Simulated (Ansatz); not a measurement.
LiF (Fm-3m), r2SCAN, rigid bands run with Ansatz (an electronic-structure program): N_v = 2.18e21 cm⁻³ at 300 K and a hole conductivity mass of 3.63 mₑ.

Q: For 1e16 holes per cm³ at 300 K, place the Fermi level, estimate the Seebeck coefficient of a parabolic band with constant τ, and give mobility and conductivity for τ = 5 fs.

A: The level lies k_BT ln(N_v/p) = 0.318 eV above the valence-band maximum. S ≈ +(k_B/e)[ln(N_v/p) + 5/2] = 1275 μV/K, against 1245 μV/K from the full bands (mean over directions). μ = eτ/m = 2.42 cm²/(V·s) and σ = peμ = 0.00388 S/cm. τ is assumed, not computed.

Band transport and this doping are assumed; polarons and phonon drag are left out. Spin-orbit coupling is left out. Geometry: cell and atoms relaxed with PBEsol.
